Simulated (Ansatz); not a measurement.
Cost and result by functional for the surface energy of the (311) surface of fcc Au in its 1x1 cell, outermost plane spacing 1.25 Å in the ideal cut, in Ansatz (plane waves, PAW). Single points on the PBE structure, on one kind of machine; costs are rough ratios of the slab run's core time (references not counted) to the cheapest single point. r2SCAN's cost holds its higher cutoff (500 against 420 eV). Differences are taken against r2SCAN for comparison alone: no measured value is at hand, so the table doesn't rank accuracy.

Model: 9-atom slab, 10.0 Å thick at the start (thin: gaps and levels are the slab's own), 13x8x1 mesh, Fermi-Dirac 0.1 eV, dipole correction, all atoms relaxed; held to the part of the start's symmetry that mesh and held atoms allow; no spin, no spin-orbit, no U. These notes are the PBE run's.

```json
[
 {"functional": "RPBE", "relative cost": "1", "surface energy (J/m²)": "0.65", "less r2SCAN (J/m²)": "-0.42"},
 {"functional": "PBEsol", "relative cost": "1", "surface energy (J/m²)": "1.23", "less r2SCAN (J/m²)": "0.16"},
 {"functional": "LDA", "relative cost": "1", "surface energy (J/m²)": "1.39", "less r2SCAN (J/m²)": "0.33"},
 {"functional": "r2SCAN", "relative cost": "2", "surface energy (J/m²)": "1.07", "less r2SCAN (J/m²)": "0.00"},
 {"functional": "PBE (the relaxed run's value)", "relative cost": "–", "surface energy (J/m²)": "0.88", "less r2SCAN (J/m²)": "-0.18"}
]
```

The values span 0.75 J/m², while the single points' costs differ by a factor of roughly 2. Differences are of unrounded values.

Ansatz is a quantum-chemistry and plane-wave program.
